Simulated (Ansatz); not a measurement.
The starting structures come from a database of crystals and need not be the phases stable at ambient conditions.

 Where the default PAW files enter, the runs use the earlier of Ansatz's two default sets.

Tunnelling through a barrier is set by its complex band structure: the current falls as exp(−2κd) with the smallest κ.

Data:

```
LaFO
1.0
    4.06924     0.00000     0.00000
    0.00000     5.81392     0.00000
    0.00000     0.00000     4.06924
La O F
2 2 2
Direct
  0.00000   0.28429   0.50000
  0.50000   0.71571   0.00000
  0.00000   0.50000   0.00000
  0.50000   0.50000   0.50000
  0.50000   0.00000   0.50000
  0.00000   0.00000   0.00000
```

Space group of this cell: P4/nmm. The cell is taken as given; by r2SCAN its mean pressure is 0.7 GPa.

Transport runs along the normal of the first two printed cell vectors, the (100) plane of the conventional cell.

The gap is the functional's own. No spin-orbit coupling. Mid-gap values are interpolated on the energy grid.

Task: Estimate the band gap and the smallest decay constant κ at mid-gap that r2SCAN run with Ansatz (a first-principles code) returns for this system.

Result: Gap 5.07 eV on a 8×6×8 mesh; κ = 0.477 1/Å, at the zone centre.
